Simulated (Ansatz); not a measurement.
CdSe: pressure series

Consider CdSe in the zinc blende structure (space group F-43m, No. 216).

```xyz
2
Lattice="0.0000 3.0981 3.0981 3.0981 0.0000 3.0981 3.0981 3.0981 0.0000" Properties=species:S:1:pos:R:3 pbc="T T T"
Se     4.6472     4.6472     4.6472
Cd     0.0000     0.0000     0.0000
```

Cell and atoms are relaxed at each pressure.

Calculations: PBE/PAW in Ansatz (a first-principles code), scalar-relativistic without spin-orbit coupling.

| variant | electron mass | band gap | volume per atom |
|---|---|---|---|
| base | 0.052 mₑ (at Γ) | 0.49 eV | 29.74 Å³ |
| pressure −2 GPa | 0.044 mₑ (at Γ) | 0.39 eV | 31.28 Å³ |
| pressure −1 GPa | 0.048 mₑ (at Γ) | 0.45 eV | 30.45 Å³ |
| pressure 0.9 GPa | 0.055 mₑ (at Γ) | 0.53 eV | 29.17 Å³ |
| pressure 2.1 GPa | 0.059 mₑ (at Γ) | 0.58 eV | 28.50 Å³ |
| pressure 4.5 GPa | 0.064 mₑ (at Γ) | 0.66 eV | 27.37 Å³ |
| pressure 9 GPa | 0.072 mₑ (at Γ) | 0.79 eV | 25.76 Å³ |
| pressure 15 GPa | 0.080 mₑ (at Γ) | 0.91 eV | 24.18 Å³ |
| pressure 22.5 GPa | 0.086 mₑ (at Γ) | 1.02 eV | 22.73 Å³ |
| pressure 30 GPa | ___ | ___ | ___ |

### Question
What belongs in the blanks?

### Answer

- pressure 30 GPa, electron mass: 0.091 mₑ (at Γ)
- pressure 30 GPa, band gap: 1.10 eV
- pressure 30 GPa, volume per atom: 21.62 Å³

Load acts through the strain it causes; cell and atoms are relaxed under it. Masses are band curvatures over ±0.01 Å⁻¹ around the edge. Whether these cells are dynamically stable was not tested. Tetrahedral semiconductors of this kind turn to denser phases somewhere between about 1 and 50 GPa; those were not computed, so compressed cells here can lie past the real transition.
